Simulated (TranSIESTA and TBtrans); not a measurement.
## In chain with one bond stretched by 3.0 Å

Junction: In chain with one bond stretched by 3.0 Å. Leads: straight In chain, spacing 2.9 Å. Geometry: as built, not relaxed.

Method: TranSIESTA and TBtrans, PBE, DZP numerical orbitals (energy shift 0.15 eV), PseudoDojo norm-conserving scalar-relativistic potentials, mesh cutoff 200 Ry, 300 K, no spin polarisation, no spin-orbit coupling; self-consistent non-equilibrium Green functions.

```
Item                               Value
---------------------------------  -----
Conductance at 300 K (G0 = 2e²/h)  0.043
Thermopower (μV/K)                  -6.2
Mean T from −0.5 to 0.5 eV         0.036
```

Energies count from the leads' Fermi level. Transmissions are for one spin of a degenerate pair. The energy step is 0.01 eV; narrower resonances are cut or missed.

```tsv
E (eV)	T	lead channels
-2.00	0.0042	1
-1.90	0.0038	1
-1.80	0.0027	1
-1.70	0	0
-1.60	0	0
-1.50	0	0
-1.40	0	0
-1.30	0.0023	1
-1.20	0.010	1
-1.10	0.013	1
-1.00	0.015	1
-0.90	0.016	1
-0.80	0.018	1
-0.70	0.019	1
-0.60	0.020	1
-0.50	0.022	1
-0.40	0.023	1
-0.30	0.025	1
-0.20	0.027	1
-0.10	0.035	3
0.00	0.044	3
0.10	0.043	3
0.20	0.042	3
0.30	0.043	3
0.40	0.044	3
0.50	0.046	3
0.60	0.049	3
0.70	0.052	3
0.80	0.055	3
0.90	0.059	3
1.00	0.062	3
1.10	0.067	3
1.20	0.071	3
1.30	0.075	3
1.40	0.080	3
1.50	0.084	3
1.60	0.088	3
1.70	0.092	3
1.80	0.097	3
1.90	0.10	3
2.00	0.11	3
```

The straight chain is held at its spacing; free chains may zigzag or dimerise. No spin-polarised start was tried, so a magnetic state, if there is one, is missed.
